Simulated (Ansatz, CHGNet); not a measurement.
For GeS (model structure, started from the litharge type, P4/nmm, No. 129, 4 atoms in the cell), the machine-learned potential CHGNet 0.3.0 (trained on PBE and PBE+U data) gives:

```
Quantity                          Value
------------------------------  -------
equilibrium lattice constant a  4.630 Å
c axis length                   4.123 Å
```

Q: What does PBE (Ansatz, an electronic-structure program, plane waves, PAW) give for the same quantities?

A: 
- lattice constant a: 4.650 Å (grows by 0.4 %)
- lattice parameter c: 4.330 Å (increases by 5.0 %)

Changes are worked out from the printed values.

Unless a cell is named, each level is at its own relaxed cell (CHGNet 0.3.0 22.09, PBE 23.40 Å³/atom).

Ansatz's density-functional and Hartree–Fock values are scalar-relativistic unless marked +SOC, with PAW data made under PBE.

A model structure was made by putting elements into a prototype or built by hand; it is no filed structure, need not be a known phase, and can be a saddle point held by its symmetry.
